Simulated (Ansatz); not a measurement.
The starting structures come from a database of crystals and need not be the phases stable at ambient conditions.

 Where the default PAW files enter, the runs use the earlier of Ansatz's two default sets.

Inside the gap of an insulator the Bloch states are evanescent, with a wavenumber k + iκ along the transport direction.

Here is the system:

```xyz
12
Lattice="4.8984 0.0000 0.0000 -2.4492 4.2421 0.0000 2.4492 1.4140 4.1747" Properties=species:S:1:pos:R:3 pbc="T T T"
B      2.4492     2.4199     2.8147
B      2.4492     3.2362     1.3600
B      4.0273     5.1532     2.8147
B      0.8711     0.5029     1.3600
B      0.8711     5.1532     2.8147
B      4.0273     0.5029     1.3600
B      0.0000     1.6655     0.3038
B      4.8984     3.9907     3.8710
B      1.0068     3.4094     0.3038
B      3.8916     2.2468     3.8710
B     -1.0068     3.4094     0.3038
B      5.9052     2.2468     3.8710
```

Space group of this cell: R-3m. The cell is taken as given.

Transport runs along the normal of the first two printed cell vectors, the (001) plane of the conventional cell.

The gap is the functional's own, uncorrected, and κ follows it; spin-orbit coupling is left out. Mid-gap values are interpolated between the computed energies.

Task: Give the band gap and the smallest decay constant κ at mid-gap that r2SCAN (Ansatz, a first-principles code) yields.

Result: Gap 1.63 eV on a 8×8×8 mesh; κ = 0.240 1/Å, at (0.500, 0.000) of the in-plane reciprocal vectors. At the zone centre, at the nearest computed energy, the slowest state has κ = 0.28 1/Å.
